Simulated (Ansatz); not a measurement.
Rock-salt CdS (model structure) (like a known high-pressure phase), treated with r²SCAN+rVV10 in Ansatz (plane waves, PAW).

Settings: plane-wave cutoff 500 eV, 12×12×12 k mesh, Fermi–Dirac smearing 0.05 eV, scalar-relativistic PAW data made under PBE.

Cell (relaxed at this level):

```yaml
crystal:
  lattice:
    - [0.00000, 2.71410, 2.71410]
    - [2.71410, 0.00000, 2.71410]
    - [2.71410, 2.71410, 0.00000]
  atoms:
    - { symbol: Cd, position: [0.00000, 0.00000, 0.00000] }
    - { symbol: S, position: [0.50000, 0.50000, 0.50000] }
```

**Question.** Predict the band gap.

**Answer.** 
band gap: 0.73 eV (on the SCF k mesh)

Spin–orbit coupling is not included.

Computed values are for the static lattice.

A model structure was made by putting elements into a prototype or built by hand; it is no filed structure, need not be a known phase, and can be a saddle point held by its symmetry.

Ansatz is an electronic-structure program.
